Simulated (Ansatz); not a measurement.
**SiO2: energy against strain**

SiO2 (rutile, P4_2/mnm, 7.854 Å³/atom and stress up to 0.01 GPa in the relaxed cell, c along z) under an equal strain ε in the (001) plane with the normal axis free, as in a coherent film. PBEsol in Ansatz, a plane-wave DFT program (PAW, default set), 420 eV, 8×8×12 Γ-centred mesh, Fermi-Dirac smearing 0.05 eV; ions are relaxed, or left where forces stay under 0.02 eV/Å, within the symmetry of each cell.

Here s stands for strain and y for E less E0.

```
strain (%)  E less E0 (meV/atom)
----------  --------------------
-3.00                          ?
-1.20                       3.85
-0.60                       0.94
0.00                        0.00
0.60                        0.89
1.20                        3.44
```

Fit y of the 5 rows that show it with a parabola. Least squares gives y = 0.003 - 0.1450·s + 2.5298·s². Residuals (row less fit): 0.030, -0.061, -0.003, 0.063, -0.032; standard error 0.069 (degrees of freedom: 2). The quadratic coefficient over the volume, 2.5298 meV × 10⁴ × 0.1602 / 7.854 Å³, is the biaxial elastic modulus of this plane = 516 ± 11 GPa (± standard error of the fit, which holds the terms cut off).

Problem. What does the fit predict for y at s = -3.00, and how far is the calculated value from it?

Solution. y = 0.003 - 0.1450 × (-3.0) + 2.5298 × (-3.0)² = 23.206 meV/atom. The calculation gives 25.72 meV/atom, 2.514 meV/atom above the prediction (9.8 % of the range of y in the table). The row lies outside the fitted rows, so this is an extrapolation. From the scatter of the fitted rows alone, a prediction at this place has a standard error of 0.447 meV/atom, so the miss is 5.6 times that.

A polynomial of degree 3 through the 10 other runs of the series gives 25.74 there, so most of the miss is curvature that the fit leaves out. SiO2 is here stishovite, a high-pressure form. Rows are the converged runs of the series near zero and its far end; series whose fitted rows scatter by over a few per cent of the range, as at a crossing or softening among them, aren't shown in this form, nor equations of state whose B0' disagrees with the runs' pressures. Most that stay on the fit to the last digits aren't either.
